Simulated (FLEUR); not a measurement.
FLEUR run on Si (P1, 4 atoms in the cell): self-consistent single point.

Computed with FLEUR with LDA (Perdew-Zunger), all-electron FLAPW (FLEUR), scalar-relativistic valence.

```
Si
1.0
    3.83132     0.00000     0.00000
   -1.91566     3.31802     0.00000
    0.00000     0.00000     6.33262
Si
4
Direct
  0.32960   0.66628   0.06911
  0.66692   0.32876   0.93630
  0.65714   0.32969   0.56058
  0.34633   0.67527   0.43400
```

Reference input (self-consistent single point, DFT, LDA (Perdew-Zunger), all-electron FLAPW (FLEUR), scalar-relativistic valence): Kmax = 4 1/bohr; GmaxXC = 16 1/bohr; xcFunctional = pz; jspins = 1; l_soc = F; mode = hist; fermiSmearingEnergy = 0.00036749 Htr; mesh (inpgen div1-3) = 7 7 4; inpgen gamma flag = true; Gmax = 16 1/bohr; numbands = 0; maxIterBroyd = 15. This run's input differs from it in these lines:

```diff
@@ -17,3 +17,3 @@
 &exco xctyp='pz' /
-&kpt div1=7 div2=7 div3=4 gamma=t /
+&kpt div1=6 div2=6 div3=3 gamma=t /
 &end /
```

Output, abridged:

```
 Iteration:     1   Distance:       7.98599084 me/bohr^3
 Iteration:     2   Distance:       7.53034074 me/bohr^3
 Iteration:     3   Distance:       1.15693872 me/bohr^3
 Iteration:     4   Distance:       0.85426530 me/bohr^3
 Iteration:     5   Distance:       0.77386795 me/bohr^3
   [... 9 lines left out ...]
 Iteration:    15   Distance:       0.00004835 me/bohr^3
 Iteration:    16   Distance:       0.00004416 me/bohr^3
 Iteration:    17   Distance:       0.00001193 me/bohr^3
 Iteration:    18   Distance:       0.00000469 me/bohr^3
 Reset of history
 Run finished successfully
 Stop message:
   Structural relaxation: new displacements generated

[file out, last iteration]
             iter=     19
[...]
          total density-effective poten   -1.7883633271E+03
          total charge density-energy d   -7.9363943048E+01
 Updated energy parameters for spin:           1
[...]
 fermi energy and band-weighting factors:

[...]
FERMIE:
          first approx. to ef    (T=0)  :   0.232485 htr   (energy of the highest occ. eigenvalue)
          number of occ. states  (T=0)  :        448
          first approx. to seigv (T=0)  :   0.461819 htr
          sum of weights of occ. states :   8.000000
          sum of semicore charge        :   0.000000 e
FERHIS:  Fermi-Energy by histogram:
          bandgap                     :   0.001735 htr
   [... lines left out ...]
          charge neutrality (T=0)     :   0.000000    (zero if the highest occ. eigenvalue is "entirely" occupied)
     EF_NEWTON:  Adjust Fermi-Energy by Newton-Method.
 Direct bandgap for spin            1 :    2.6441848317795752E-002  Htr
 ---->    free energy=                     -1156.1503053271 htr
   [... lines left out ...]
 TOTAL FORCE FOR ATOM TYPE=  2  X= -3.602   Y=  2.061   Z= -0.762
                       FX_TOT=-0.005666 FY_TOT= 0.002806 FZ_TOT= 0.003390
 TOTAL FORCE FOR ATOM TYPE=  3  X= -3.676   Y=  2.067   Z= -5.258
                       FX_TOT= 0.013865 FY_TOT= 0.008813 FZ_TOT= 0.002941
 TOTAL FORCE FOR ATOM TYPE=  4  X=  3.683   Y= -2.036   Z=  5.194
                       FX_TOT=-0.013765 FY_TOT=-0.009026 FZ_TOT= 0.008984
```

The run converged in 18 iterations. FLEUR gives forces in its relaxation mode, with a further iteration, so its stop message speaks of a relaxation. Against the reference run the free energy goes up by 7.3 meV/atom, the largest force hardly changes (0.967 to 0.964 eV/Å) and the gap on the mesh goes from 0.111 to 0.047 eV.

The starting cell comes from a database of computed structures (which also holds hypothetical and non-ambient phases and stackings), without a prior relaxation at this level. Its atoms were displaced at random from the sites of space group no. 194. Values depend on the basis (sphere radii, cutoffs, local orbitals), which need not be converged.

Cost on one core of a shared machine: roughly 8 min.
